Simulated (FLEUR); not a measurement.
Band structure of Ba3Bi2 (Pm-3m, 5 atoms in the cell).

```
Ba3Bi2
1.0
    6.46279     0.00000     0.00000
    0.00000     6.46279     0.00000
    0.00000     0.00000     6.46279
Ba Bi
3 2
Direct
  0.00000   0.50000   0.50000
  0.50000   0.00000   0.50000
  0.50000   0.50000   0.00000
  0.00000   0.00000   0.00000
  0.50000   0.50000   0.50000
```

Computed with LDA (Perdew-Zunger), all-electron FLAPW (FLEUR), scalar-relativistic valence in FLEUR.

Settings: Kmax = 3.8 1/bohr; GmaxXC = 13.3 1/bohr; xcFunctional = pz; jspins = 1; l_soc = F; mode = hist; fermiSmearingEnergy = 0.00183747 Htr; mesh (inpgen div1-3) = 5 5 5; inpgen gamma flag = false; Gmax = 13.3 1/bohr; numbands = 0; maxIterBroyd = 15; imix = Anderson; alpha = 0.05.

The starting cell comes from a database of computed structures (which also holds hypothetical and non-ambient phases and stackings), without a prior relaxation at this level. Its lattice was rescaled by a random factor within 2.5 % of one. Spin-orbit coupling is off. Values depend on the basis (sphere radii, cutoffs, local orbitals), which need not be converged.

Levels in eV from the Fermi level, bands 27 to 34:
```tsv
point	27	28	29	30	31	32	33	34
Γ	-0.76	-0.48	-0.03	-0.03	-0.03	0.36	0.36	0.39
X	-0.92	-0.92	-0.69	-0.69	0.60	0.74	1.22	1.74
M	-1.22	-1.00	-1.00	-0.80	1.38	1.39	1.39	1.59
R	-2.73	-0.78	-0.78	-0.78	1.09	1.31	1.31	1.31
```
